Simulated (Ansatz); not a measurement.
**Short convergence ladders for SrGe2Ru2 (I4/mmm, 5 atoms in the cell)**

```xyz
5
Lattice="-2.1500 2.1500 5.1413 2.1500 -2.1500 5.1413 2.1500 2.1500 -5.1413" Properties=species:S:1:pos:R:3 pbc="T T T"
Sr     0.0000     0.0000     0.0000
Ge     0.0000     0.0000     6.6033
Ge     0.0000     0.0000     3.6793
Ru     0.0000     2.1500     2.5706
Ru     2.1500     0.0000     2.5706
```

Base method: LDA (PW92), default PAW files made with PBE (plane waves; Ansatz, an electronic-structure program).

Base settings: basis.ecutwfc = 420 eV; kpoints.mp_grid.grid = 8 8 8; hamiltonian.xc = lda; hamiltonian.pseudopotentials = {kind: paw} (the program's default PAW files); scf.occupations.method = fermi_dirac; scf.occupations.width = 0.1 eV.

Core times come from one kind of shared machine, to one figure; runs under 30 s give none.

**Zone-centre phonons against the cutoff**

In this ladder: phonons.method = dfpt.

The mesh stays at the base's, so the ladder's end is converged at best in this setting alone.

Frequencies are those of the unrelaxed cell, without the LO-TO term of polar crystals.

Only quantities that move along the ladder and can be compared are tabulated.

| basis.ecutwfc | highest zone-centre frequency (cm⁻¹) | lowest optical frequency (cm⁻¹) | core time / last (rough) |
|---|---|---|---|
| 210 eV | 326.2 | 95.9 | 0.5 |
| 295 eV | 274.4 | 110.9 | 0.6 |
| 420 eV | 280.3 | 109.6 | 1.0 |
| 505 eV | 280.3 | 109.6 | 1 |

Coarsest basis.ecutwfc that holds the highest zone-centre frequency within 10 cm⁻¹ of the last step, with all finer ones: 295 eV; the step before is off by 46 cm⁻¹.

Coarsest basis.ecutwfc that holds the lowest optical frequency within 2 cm⁻¹ of the last step, with all finer ones: 295 eV; the step before is off by 14 cm⁻¹.

**The force threshold of a relaxation**

On SrGe2Ru2 (I4mm, 5 atoms in the cell): one atom moved by 0.15 angstrom.

In this ladder: relax = atoms.

The mesh stays at the base's, so the ladder's end is converged at best in this setting alone.

Only quantities that move along the ladder and can be compared are tabulated.

| relax.f_tol | largest force left (eV/Å) | relaxation steps | core time / last (rough) |
|---|---|---|---|
| 0.2 eV/Å | 0.0088 | 2 | 0.3 |
| 0.05 eV/Å | 0.0088 | 3 | 0.4 |
| 0.02 eV/Å | 0.0087 | 3 | 0.8 |
| 0.005 eV/Å | 0.0022 | 4 | 1.0 |
| 0.001 eV/Å | 0.0001 | 5 | 1 |

Coarsest relax.f_tol that holds the largest force left within 0.005 eV/Å of the last step, with all finer ones: 0.005 eV/Å; the step before is off by 0.0086 eV/Å.

On the base run: the starting cell comes from a database of computed structures (which also holds hypothetical and non-ambient phases and stackings), without a prior relaxation at this level. Its lattice was rescaled by up to half a per cent. Spin polarisation is off. In the base run, with a pressure of about -4 GPa the cell is away from its equilibrium volume at this level.

Keys are those of Ansatz 0.2.
